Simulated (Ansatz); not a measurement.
Take BaZrO₃ in the cubic perovskite structure (space group Pm-3m, No. 221; a = 4.181 Å) as the base.

All numbers come from PBEsol (Ansatz, a program for electronic structure, PAW, no spin-orbit coupling).

Base values:

```
Item          Value
--------  ---------
Pressure  -0.01 GPa
```

The change: an isotropic linear strain of −0.60 %; the atoms relax in the strained cell.

Predict the new energy relative to the base.

The energy increases by 2.4 meV/atom.

Estimate the effect on the pressure.

The pressure grows by 3.062 GPa (-0.01 GPa → 3.06 GPa).

No phonon test of stability was made.
